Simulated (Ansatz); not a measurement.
Electronic density of states of amorphous Si₃₄N₃₆, density 2.89 g/cm³, on a 2×2×2 Γ-centred mesh with a Gaussian width of 0.1 eV; energies count from the Fermi level, whose place inside the gap is arbitrary. Cell and mesh are small, so fine structure isn't converged. Computed with PBE, scalar-relativistic without spin-orbit coupling (plane waves to 420 eV, PAW; Ansatz, a first-principles code). Sampling: a 2×2×2 Γ-centred mesh; Fermi-Dirac width 0.02 eV; no spin polarisation. The usual formal charges leave 28 electrons over, so the level spacing at the Fermi energy parts defect or band states and needn't be the band gap.

It comes from a melt-quench run on a machine-learned potential (CHGNet), relaxed afterwards by DFT. N atoms were pushed apart under 1.9 Å during the dynamics, to hinder bonds among them. The hot cell started wider than the set density and was brought back towards it in steps. It is the lowest in DFT energy of 2 quenches. It is a model cell: composition and starting density were chosen by hand, and all elements were melted together. No dispersion term was used. Its density started from a set value of 2.98 and ended at 2.89 g/cm³. The quench (nominally 1500 K/ps over its main leg) was far faster than any real one, so the model tends to hold more defects than a real film. A cell of this size samples the disorder only roughly. Volume and shape were free in the relaxation. On a 2×2×2 Γ-centred mesh force components of up to 0.27 eV/Å stay, since the relaxation ran on the zone centre alone.

```tsv
E - EF (eV)	states/(eV atom)
-12.00	0.00
-11.90	0.00
-11.80	0.00
-11.70	0.00
-11.60	0.03
-11.50	0.10
-11.40	0.15
-11.30	0.16
-11.20	0.14
-11.10	0.16
-11.00	0.22
-10.90	0.22
-10.80	0.19
-10.70	0.24
-10.60	0.26
-10.50	0.24
-10.40	0.21
-10.30	0.20
-10.20	0.29
-10.10	0.33
-10.00	0.27
-9.90	0.28
-9.80	0.29
-9.70	0.25
-9.60	0.24
-9.50	0.26
-9.40	0.27
-9.30	0.27
-9.20	0.23
-9.10	0.21
-9.00	0.22
-8.90	0.19
-8.80	0.28
-8.70	0.29
-8.60	0.25
-8.50	0.29
-8.40	0.30
-8.30	0.31
-8.20	0.34
-8.10	0.31
-8.00	0.31
-7.90	0.34
-7.80	0.39
-7.70	0.34
-7.60	0.32
-7.50	0.40
-7.40	0.42
-7.30	0.39
-7.20	0.39
-7.10	0.40
-7.00	0.39
-6.90	0.40
-6.80	0.41
-6.70	0.43
-6.60	0.46
-6.50	0.41
-6.40	0.40
-6.30	0.42
-6.20	0.45
-6.10	0.46
-6.00	0.45
-5.90	0.49
-5.80	0.50
-5.70	0.46
-5.60	0.49
-5.50	0.51
-5.40	0.49
-5.30	0.44
-5.20	0.39
-5.10	0.39
-5.00	0.46
-4.90	0.45
-4.80	0.42
-4.70	0.40
-4.60	0.37
-4.50	0.36
-4.40	0.34
-4.30	0.38
-4.20	0.46
-4.10	0.42
-4.00	0.40
-3.90	0.41
-3.80	0.41
-3.70	0.39
-3.60	0.42
-3.50	0.48
-3.40	0.47
-3.30	0.46
-3.20	0.44
-3.10	0.44
-3.00	0.46
-2.90	0.41
-2.80	0.40
-2.70	0.44
-2.60	0.42
-2.50	0.32
-2.40	0.24
-2.30	0.15
-2.20	0.10
-2.10	0.17
-2.00	0.26
-1.90	0.33
-1.80	0.29
-1.70	0.21
-1.60	0.19
-1.50	0.12
-1.40	0.06
-1.30	0.05
-1.20	0.16
-1.10	0.19
-1.00	0.13
-0.90	0.05
-0.80	0.01
-0.70	0.01
-0.60	0.05
-0.50	0.12
-0.40	0.09
-0.30	0.02
-0.20	0.00
-0.10	0.00
0.00	0.00
0.10	0.00
0.20	0.00
0.30	0.01
0.40	0.06
0.50	0.08
0.60	0.10
0.70	0.11
0.80	0.12
0.90	0.12
1.00	0.12
1.10	0.15
1.20	0.17
1.30	0.15
1.40	0.15
1.50	0.19
1.60	0.19
1.70	0.21
1.80	0.20
1.90	0.19
2.00	0.23
2.10	0.21
2.20	0.19
2.30	0.23
2.40	0.24
2.50	0.21
2.60	0.22
2.70	0.27
2.80	0.31
2.90	0.35
3.00	0.31
3.10	0.32
3.20	0.36
3.30	0.35
3.40	0.35
3.50	0.36
3.60	0.35
```

The level spacing at the Fermi energy on this mesh is 0.81 eV; the broadening fills part of it in the curve.
